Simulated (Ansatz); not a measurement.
SiO₂ (P6₃22, No. 182, 12 atoms in the cell; start mp-559091; a measured phase of this formula has another space group) was calculated with PBE0 in Ansatz (plane waves, PAW).

Input file:

Ansatz 0.2 input:
```yaml
crystal:
  lattice:
    - [5.0595037758, 0.0, 0.0]
    - [-2.5297518879, 4.3816588004, 0.0]
    - [0.0, 0.0, 8.5974219674]
  atoms:
    - { symbol: Si, position: [0.6666666667, 0.3333333333, 0.9371550044] }
    - { symbol: Si, position: [0.3333333333, 0.6666666667, 0.4371550044] }
    - { symbol: Si, position: [0.6666666667, 0.3333333333, 0.5628449956] }
    - { symbol: Si, position: [0.3333333333, 0.6666666667, 0.0628449956] }
    - { symbol: O, position: [0.0, 0.4131793531, 0.0] }
    - { symbol: O, position: [0.5868206469, 0.0, 0.5] }
    - { symbol: O, position: [0.5868206469, 0.5868206469, 0.0] }
    - { symbol: O, position: [0.0, 0.5868206469, 0.5] }
    - { symbol: O, position: [0.4131793531, 0.0, 0.0] }
    - { symbol: O, position: [0.4131793531, 0.4131793531, 0.5] }
    - { symbol: O, position: [0.6666666667, 0.3333333333, 0.75] }
    - { symbol: O, position: [0.3333333333, 0.6666666667, 0.25] }
basis:
  ecutwfc: 460
  ecutrho_ratio: 4
  xc_grid: 2
kpoints:
  mp_grid: { grid: [6, 6, 4] }
  band_path: { path: [[0, 0, 0], [0, 0, 0.166667]], npoints: 1 }
hamiltonian:
  xc: pbe0
  dispersion: none
  pseudopotentials: { azcp: { folder: ./paw }, kind: paw }
scf:
  occupations: { method: fermi_dirac, width: 0.01 }
  convergence: { dr2_threshold: 0.0000000012 }
output:
  forces: true
  stress: true
  eigenvalues: true
  write_bands: true
```

Task: How many irreducible k-points, plane waves at Γ does the program set up, and what pressure does the run end with?

Result: 21 irreducible k-points, 4309 plane waves at Γ; P = -2.27 GPa, so the cell is stretched on average and its volume would shrink at this level.

Excerpt of the program's output:

```
WARN output.stress: scf.exx.energy_threshold = 1e-6 eV is looser than the 1.2e-7 eV advised for a stress under a hybrid functional (1e-8 eV for each atom of …
Crystal: 12 atoms, lattice volume = 190.596 Å³
Basis set: ecut = 460 eV, 4309 PW (Γ), exchange–correlation on 72×72×128 points (8 copies of the dense FFT grid, shifted against one another)
Bands: 44, of which v1, the nominal top of the filled ones, is band 32 counted from 1 (31 counted from 0)
Symmetry: 12 space group operations
Space group: P6322 (ITA 182), of the structure as read, at distance tolerance 5.8e-5 Å
k-points: 21 of 144 (time reversal used)
Initial density: superposition of atomic densities (chi_scale 0.1, normalization cell, long waves kept (reshape's long-wave potential 0.01 eV rms))
Functional: x = pbe(κ = 0.804, μ = 0.2195149727645171), c = pbe(β = 0.06672455060314922), warm-up for x = 0.75 pbe(κ = 0.804, μ = 0.2195149727645171) + 0.25 exact, c = pbe(β = 0.06672455060314922)
SCF iter   1: F=—  HF=-7103.455044 eV  |F-HF|=—  |Δ(HF+E_count)|=         —  Δρ=1.22e-1  dr2=2.58e1
SCF iter   2: F=—  HF=-7097.207165 eV  |F-HF|=—  |Δ(HF+E_count)|=    6.25e0  Δρ=6.39e-2  dr2=3.31e0
  ...
Crystal: 12 atoms, lattice volume = 190.596 Å³
Initial density: handed on by an earlier stage of this run
Functional: x = 0.75 pbe(κ = 0.804, μ = 0.2195149727645171) + 0.25 exact, c = pbe(β = 0.06672455060314922)
Crystal: 12 atoms, lattice volume = 190.596 Å³
SCF iter   4: F=—  HF=-7099.165209 eV  |F-HF|=—  |Δ(HF+E_count)|=   3.66e-8  Δρ=2.74e-6  dr2=6.65e-9
SCF iter   5: F=-7099.165209 eV  HF=-7099.165209 eV  |F-HF|=5.47e-10  |Δ(HF+E_count)|=   2.15e-9  Δρ=7.12e-7  dr2=8.81e-10
SCF 3 converged in 5 iterations: F = -7099.165209 eV  dr2 = 8.81e-10
Free energy (F): -7099.165209 eV
Internal energy: -7099.165209 eV  (E = F + TS)
E sigma→0 (E₀):  -7099.165209 eV
Fermi energy:    2.904475 eV
--- Forces (eV/Å), atoms counted from 1 ---
  atom   1  Si    -0.00000000     0.00000000    -0.02074018
  atom   2  Si     0.00000000    -0.00000000    -0.02074018
  atom   3  Si     0.00000000     0.00000000     0.02074018
  atom   4  Si    -0.00000000    -0.00000000     0.02074018
  atom   5  O     -0.09559277     0.16557154     0.00000000
  atom   6  O     -0.19118555     0.00000000    -0.00000000
  atom   7  O     -0.09559277    -0.16557154    -0.00000000
  atom   8  O      0.09559277    -0.16557154     0.00000000
  atom   9  O      0.19118555     0.00000000     0.00000000
  atom  10  O      0.09559277     0.16557154    -0.00000000
  atom  11  O      0.00000000     0.00000000     0.00000000
  atom  12  O      0.00000000    -0.00000000    -0.00000000
--- Stress (GPa, compression-positive) ---
       -2.265634       0.000000      -0.000000
       -0.000000      -2.265634      -0.000000
       -0.000000      -0.000000      -2.283916
  P = ⅓ Tr σ = -2.2717 GPa (-22.717 kbar)
```

The PAW data were made under PBE.

Note: cell and atoms aren't relaxed at this level (largest force component 0.19 eV/Å, pressure -2.3 GPa).

The result took about 13 core-minutes (a rough figure).

A start named mp-… is a Materials Project structure, which need not be a measured phase.

Ansatz is an electronic-structure program.
